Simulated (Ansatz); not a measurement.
The reference is MoS₂ (space group P6_3/mmc, No. 194; layered, stacked along the Cartesian z axis).

```
CELL_PARAMETERS angstrom
      3.14934     0.00000     0.00000
     -1.57467     2.72741     0.00000
      0.00000     0.00000    12.08946
ATOMIC_POSITIONS crystal
  Mo 0.66667 0.33333 0.75000
  Mo 0.33333 0.66667 0.25000
  S  0.66667 0.33333 0.37952
  S  0.33333 0.66667 0.87952
  S  0.33333 0.66667 0.62048
  S  0.66667 0.33333 0.12048
```

Level of theory: Ansatz (a program for electronic structure) PBE-D3(BJ), spin-orbit coupling left out.

For the base:

```
Quantity                                        Value
---------------------  ------------------------------
Valence-band top at Γ           0.00, -1.11, -1.29 eV
Density                                    5.12 g/cm³
Gap character          indirect, Γ → K–Γ (44 % along)
```

The change: a hydrostatic pressure of 7.5 GPa.

Estimate the effect on the mean gap deformation potential ΔEg/Δln V, valence-band top at Γ, density and gap character.

The mean gap deformation potential ΔEg/Δln V comes out as +4.2 eV; the valence-band top at Γ (three highest levels, from the VBM) changes from 0.00, -1.11, -1.29 eV to 0.00, -0.78, -1.77 eV; the density rises by 0.52 g/cm³, from 5.12 g/cm³ to 5.64 g/cm³; the gap character is still indirect, Γ → K–Γ (44 % along).

Load acts through the strain it causes; cell and atoms are relaxed under it. Stability against distortions was not tested. No other phases were tried under pressure.
